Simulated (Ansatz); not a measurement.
## MgSnO3, pressure series

Take MgSnO₃ (space group R-3, No. 148; a = 5.279 Å, c = 14.107 Å (hexagonal axes); a cell from a computed database, its experimental status unchecked) as the base.

Cell and atoms are relaxed at each pressure.

Calculations: Ansatz (a quantum-chemistry and plane-wave program), PBEsol, PAW, cutoff 420 eV, without spin-orbit coupling.

Notes on the quantities. enthalpy: H = E + PV relative to the base's energy.

```
case              smallest direct gap       enthalpy  band gap  volume per atom  c/a ratio
----------------  -------------------  -------------  --------  ---------------  ---------
base                          2.94 eV              –   2.74 eV         11.35 Å³      2.672
pressure −2 GPa               2.87 eV  -0.14 eV/atom   2.66 eV         11.51 Å³        ___
pressure −1 GPa               2.91 eV  -0.07 eV/atom   2.70 eV         11.43 Å³      2.676
pressure 0.3 GPa              2.95 eV  +0.02 eV/atom   2.75 eV              ___      2.671
pressure 0.7 GPa              2.97 eV  +0.05 eV/atom   2.77 eV         11.29 Å³      2.670
pressure 1.5 GPa              2.99 eV  +0.11 eV/atom   2.80 eV         11.24 Å³      2.667
pressure 3 GPa                    ___  +0.21 eV/atom       ___         11.13 Å³      2.663
pressure 5 GPa                3.10 eV  +0.35 eV/atom   2.92 eV         11.00 Å³      2.656
pressure 7.5 GPa              3.17 eV  +0.52 eV/atom   3.00 eV         10.84 Å³      2.649
pressure 10 GPa               3.24 eV  +0.69 eV/atom   3.08 eV         10.70 Å³      2.641
```

Question: What belongs in the blanks?

Answer: 
- pressure −2 GPa, c/a ratio: 2.679
- pressure 0.3 GPa, volume per atom: 11.32 Å³
- pressure 3 GPa, smallest direct gap: 3.04 eV
- pressure 3 GPa, band gap: 2.85 eV

Load acts through the strain it causes; cell and atoms are relaxed under it. No phonon test of stability was made. Competing high-pressure phases were not computed.
